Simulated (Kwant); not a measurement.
Model system: π system O=C1C=CC(=O)C=C1 between two chain leads. The π system is taken as planar. Atoms are numbered from 0 in the order of the SMILES. Site energies (eV, carbon 0): [-2.7, 0.0, 0.0, 0.0, 0.0, -2.7, 0.0, 0.0]. Bonds (i, j, β in eV): (0,1,-2.7) (1,2,-2.7) (2,3,-2.7) (3,4,-2.7) (4,5,-2.7) (4,6,-2.7) (6,7,-2.7) (7,1,-2.7). Leads: chains of hopping −4.1 eV, joined by −1.4 eV to atoms 2 and 7.

Site energies and bond integrals are typed Hückel values.

Kwant, Hückel tight-binding model, one pz orbital an atom, one spin, coherent transport at 0 K. Conductance is in e²/h.

Sweep values stay those of the base run.

Base results: mean G (e²/h) over the sweep 0.16; transmission at E = 0 0.014.

Question: What follows from this one change: contacts moved from atoms [2, 7] to [2, 3]?

Answer: mean G over the sweep 0.16 → 0.25 e²/h; transmission at E = 0 little changed (0.014).

Question: What follows from this one change: contacts moved from atoms [2, 7] to [2, 6]?

Answer: mean G over the sweep little changed (0.16 e²/h); transmission at E = 0 0.014 → 0.054.
